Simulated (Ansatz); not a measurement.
Levels about the gap of amorphous Zr20O42Ge (63 atoms in a cell of 815 Å³, 5.24 g/cm³; zone centre alone, so wide bands show as single levels with stretches between that a denser mesh fills), at the geometry that PBE relaxed, where it gives 2.7 GPa on a denser mesh. The participation number counts the atoms over which a state spreads; weights are charges in smoothed Voronoi cells. The levels come from a single point, so bond lengths are those of that geometry. Method of the levels: PBE, scalar-relativistic without spin-orbit coupling (Ansatz, a program for electronic structure). Sampling: the zone centre alone; Fermi-Dirac width 0.02 eV; no spin polarisation. At PBE the levels at the filled edge of the gap are localised (band-tail or defect states).

The cell was made by melting and quenching with the CHGNet potential and then relaxed with DFT. O atoms were pushed apart under 1.9 Å during the dynamics, to hinder bonds among them. The hot cell started wider than the set density and was brought back towards it in steps. It is the lowest in DFT energy of 2 quenches. It is a model cell: composition and starting density were chosen by hand, and all elements were melted together. No dispersion term was used. Its density started from a set value of 5.24 and ended at 5.24 g/cm³. The simulated quench (nominally 450 K/ps over its main leg) is rapid and tends to freeze in more defects than a deposited or slowly cooled glass has. A cell of this size samples the disorder only roughly. The volume was held where the preparation left it and the shape relaxed, at a PBE pressure of 2.7 GPa. Stress components on the final sampling reach 3.2 GPa. Cycles of charging lowered its energy after that relaxation.

| E - E(highest filled), eV | filling | participation number | largest on | weight O | weight Zr | weight Ge |
|---|---|---|---|---|---|---|
| -0.45 | filled | 23.8 | O, 2 neighbours | 0.94 | 0.06 | 0.00 |
| -0.40 | filled | 21.5 | O, 4 neighbours | 0.95 | 0.05 | 0.00 |
| -0.32 | filled | 25.0 | O, 4 neighbours | 0.95 | 0.05 | 0.00 |
| -0.29 | filled | 21.2 | O, 2 neighbours | 0.94 | 0.06 | 0.00 |
| -0.22 | filled | 24.2 | O, 4 neighbours | 0.95 | 0.05 | 0.00 |
| -0.12 | filled | 7.1 | O, 3 neighbours | 0.95 | 0.05 | 0.00 |
| 0.00 | filled | 6.1 | O, 3 neighbours | 0.95 | 0.05 | 0.00 |
| 3.77 | empty | 24.3 | Zr, 7 neighbours | 0.37 | 0.63 | 0.00 |
| 3.78 | empty | 28.0 | Zr, 7 neighbours | 0.35 | 0.64 | 0.02 |
| 3.91 | empty | 21.1 | Zr, 6 neighbours | 0.36 | 0.64 | 0.00 |
| 3.94 | empty | 23.7 | Zr, 6 neighbours | 0.32 | 0.68 | 0.00 |
| 4.00 | empty | 26.5 | Zr, 7 neighbours | 0.38 | 0.62 | 0.01 |
| 4.07 | empty | 18.0 | Zr, 6 neighbours | 0.34 | 0.64 | 0.03 |
| 4.09 | empty | 27.3 | Zr, 6 neighbours | 0.35 | 0.64 | 0.00 |

Most localised among these is the filled level at +0.00 eV, on a O atom, which has 3 neighbours (Zr 2.06 Å, Zr 2.13 Å, Zr 2.13 Å).
